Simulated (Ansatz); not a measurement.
The parent structure is TiAl (space group P4/mmm, No. 123; relaxed with 0.1 eV smearing).

```yaml
crystal:
  lattice:
    - [2.81271, 0.00000, 0.00000]
    - [0.00000, 2.81271, 0.00000]
    - [0.00000, 0.00000, 4.06160]
  atoms:
    - { symbol: Ti, position: [0.00000, 0.00000, 0.00000] }
    - { symbol: Al, position: [0.50000, 0.50000, 0.50000] }
```

Method: r2SCAN (Ansatz, an electronic-structure program; PAW; 500 eV plane waves; no spin-orbit coupling).

For the base:

```
Property    Value
--------  -------
Pressure  0.0 GPa
```

The change: an isotropic linear strain of +2.50 %, atoms relaxed at fixed cell.

### Question
Estimate the effect on the pressure and energy relative to the base.

### Answer
The pressure (mean of the normal stresses, compression positive) goes from zero to -7.7 GPa; the energy rises by 32 meV/atom.

Stability against distortions was not tested. All final runs are without spin polarisation.
